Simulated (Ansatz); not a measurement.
**SnS2, pressure series**

The parent structure is SnS$_{2}$ in the CdI2 type structure (space group P-3m1, No. 164; layered, stacked along the Cartesian z axis).

```xyz
3
Lattice="3.6694 0.0000 0.0000 -1.8347 3.1778 0.0000 0.0000 0.0000 5.8062" Properties=species:S:1:pos:R:3 pbc="T T T"
Sn     0.0000     0.0000     0.0000
S      0.0000     2.1185     1.4783
S      1.8347     1.0593     4.3279
```

Cell and atoms are relaxed at each pressure.

Level of theory: Ansatz (a program for electronic structure), PBE-D3(BJ), PAW, cutoff 420 eV, scalar-relativistic without spin-orbit coupling.

Candidates:
(a) pressure 1.8 GPa
(b) pressure 4.2 GPa
(c) pressure 30 GPa
(d) pressure −1 GPa
(e) pressure 45 GPa

Before the change:

| Property | Value |
|---|---|
| c/a ratio | 1.582 |

Problem. Order them by c/a ratio, highest first.

Solution. (d) pressure −1 GPa (1.644), (a) pressure 1.8 GPa (1.531), (b) pressure 4.2 GPa (1.493), (c) pressure 30 GPa (1.388), (e) pressure 45 GPa (1.376)

A case with no gap was solved on a k-mesh chosen for an insulator, which is coarse for it. Load acts through the strain it causes; cell and atoms are relaxed under it. Stability against distortions was not tested. No other phases were tried under pressure. The final runs are not spin-polarised.
